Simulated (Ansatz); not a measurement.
Consider BeSe in the zinc blende structure (space group F-43m, No. 216; a = 5.1289 Å).

Calculations: PBEsol (Ansatz, a first-principles code; PAW; 420 eV plane waves; spin-orbit coupling left out).

The change: Te takes the place of Se on all its sites; the structure is relaxed again.

Measured band gap: BeSe 4 eV (temperature not stated; as listed in Das, Protik, Mohammadi, Mohammad, Bazhirov, Timur, arXiv (2018)); BeTe 2.8 eV (temperature not stated; as listed in Das, Protik, Mohammadi, Mohammad, Bazhirov, Timur, arXiv (2018)).

Measured lattice parameter a: BeSe 5.139 Å (temperature not stated; as listed in Fabio Bernardini, Maria Peressi, Vincenzo Fiorentini, Phys. Rev. B (2000)); BeTe 5.626 Å (temperature not stated; as listed in Fabio Bernardini, Maria Peressi, Vincenzo Fiorentini, Phys. Rev. B (2000)).

Question: How well does PBEsol reproduce the measured shift?

Answer: With PBEsol the band gap moves by -0.63 eV (2.47 → 1.84) against -1.20 eV measured; the lattice parameter a moves by +0.475 Å (5.129 → 5.604) against +0.487 Å measured.

With Te present, leaving out spin-orbit coupling can change the band edges. Whether these cells are dynamically stable was not tested.
